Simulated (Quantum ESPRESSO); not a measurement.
A self-consistent single point of Cl (Cmce, 4 atoms in the cell) with Quantum ESPRESSO.

Computed with PBE, SSSP 1.1.2 precision (PBE) pseudopotentials (plane waves; Quantum ESPRESSO).

```
CELL_PARAMETERS angstrom
      2.24851    -3.13186     0.00000
      2.24851     3.13186     0.00000
      0.00000     0.00000     8.29139
ATOMIC_POSITIONS crystal
  Cl 0.87700 0.87700 0.89700
  Cl 0.62300 0.62300 0.39700
  Cl 0.37700 0.37700 0.60300
  Cl 0.12300 0.12300 0.10300
```

Reference input (self-consistent single point, DFT, PBE, plane waves, PseudoDojo standard norm-conserving (PBE) pseudopotentials): ecutwfc = 60 Ry; occupations = smearing; smearing = gauss; degauss = 0.0036749 Ry; potentials = {Cl: Cl.upf}; K_POINTS = automatic 5 5 2 0 0 0; conv_thr = 1e-09 Ry; mixing_beta = 0.3. This run's input differs from it in these lines:

```diff
@@ -12,3 +12,4 @@
   ntyp = 1,
-  ecutwfc = 60,
+  ecutwfc = 65,
+  ecutrho = 520,
   occupations = 'smearing',
@@ -22,3 +23,3 @@
 ATOMIC_SPECIES
-Cl    35.4500  Cl.upf
+Cl    35.4500  Cl.pbe-n-rrkjus_psl.1.0.0.UPF
 ATOMIC_POSITIONS crystal
```

Output, abridged:

```
     Self-consistent Calculation

     iteration #  1     ecut=    65.00 Ry     beta= 0.30

     Threshold (ethr) on eigenvalues was too large:
     Diagonalizing with lowered threshold

     total energy              =    -138.42536783 Ry
     estimated scf accuracy    <       0.10483707 Ry

     iteration #  2     ecut=    65.00 Ry     beta= 0.30

     total energy              =    -138.41049202 Ry
     estimated scf accuracy    <       0.04143269 Ry

     iteration #  3     ecut=    65.00 Ry     beta= 0.30

     total energy              =    -138.41397725 Ry
     estimated scf accuracy    <       0.00072513 Ry

   [... 6 blocks of this kind left out ...]

     iteration # 10     ecut=    65.00 Ry     beta= 0.30

     total energy              =    -138.41420080 Ry
     estimated scf accuracy    <       0.00000002 Ry

     iteration # 11     ecut=    65.00 Ry     beta= 0.30
     End of self-consistent calculation

     the Fermi energy is     1.8018 ev

!    total energy              =    -138.41420081 Ry
     estimated scf accuracy    <          2.6E-10 Ry
     smearing contrib. (-TS)   =      -0.00000000 Ry
     internal energy E=F+TS    =    -138.41420081 Ry

     convergence has been achieved in  11 iterations

     Forces acting on atoms (cartesian axes, Ry/au):

     atom    1 type  1   force =     0.00648642    0.00000000    0.00613457
     atom    2 type  1   force =    -0.00648642    0.00000000    0.00613457
     atom    3 type  1   force =     0.00648642    0.00000000   -0.00613457
     atom    4 type  1   force =    -0.00648642   -0.00000000   -0.00613457

     Total force =     0.017856     Total SCF correction =     0.000037

          total   stress  (Ry/bohr**3)                   (kbar)     P=        1.00
  -0.00000636   0.00000000   0.00000000           -0.94        0.00        0.00
   0.00000000   0.00008447   0.00000000            0.00       12.43        0.00
   0.00000000   0.00000000  -0.00005774            0.00        0.00       -8.49

   JOB DONE.
```

The run converged in 11 iterations. Against the reference run the pressure goes from 0.00 to 0.10 GPa, the largest force goes from 0.271 to 0.230 eV/Å and the gap on the mesh goes from 2.331 to 2.362 eV.

The starting cell has typed, rounded lattice constants, without a prior relaxation at this level. Its lattice was rescaled by a random factor within 2.5 % of one.

Cost on one core of a shared machine: roughly 80 s.
